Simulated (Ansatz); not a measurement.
The starting structures come from a database of crystals and need not be the phases stable at ambient conditions.

## Evanescent states of LiYSe₂ (R-3m, not sure to be the ambient phase, 4 atoms a cell, 23.0 Å³ an atom) along the normal of (110)

All values below come from r2SCAN (plane waves, PAW; Ansatz, an electronic-structure program).

The gap is the functional's own. No spin-orbit coupling. Mid-gap values are interpolated on the energy grid.

Energies count from the valence-band top; κ is the least over a 6×6 mesh across the current.

| E (eV) | κ (1/Å) | where |
|---|---|---|
| 0.06 | 0.106 | Γ |
| 0.17 | 0.128 | Γ |
| 0.28 | 0.145 | Γ |
| 0.39 | 0.159 | Γ |
| 0.49 | 0.171 | Γ |
| 0.60 | 0.181 | Γ |
| 0.71 | 0.190 | Γ |
| 0.82 | 0.197 | Γ |
| 0.94 | 0.203 | Γ |
| 1.04 | 0.208 | Γ |
| 1.16 | 0.204 | Γ |
| 1.26 | 0.194 | Γ |
| 1.38 | 0.182 | Γ |
| 1.49 | 0.168 | Γ |
| 1.59 | 0.150 | Γ |
| 1.71 | 0.126 | Γ |
| 1.81 | 0.094 | Γ |
| 1.93 | 0.032 | Γ |

### Question
How thick must the barrier be to attenuate the transmission by 10^8 when the electrodes' Fermi level lies at 1.59 eV, and what attenuation does that film give at 1.16 eV?

### Answer
d = 8 ln 10 / (2 × 0.150) = 61.4 Å. At 1.16 eV it gives 8 × 0.204/0.150 = 10.9 decades.
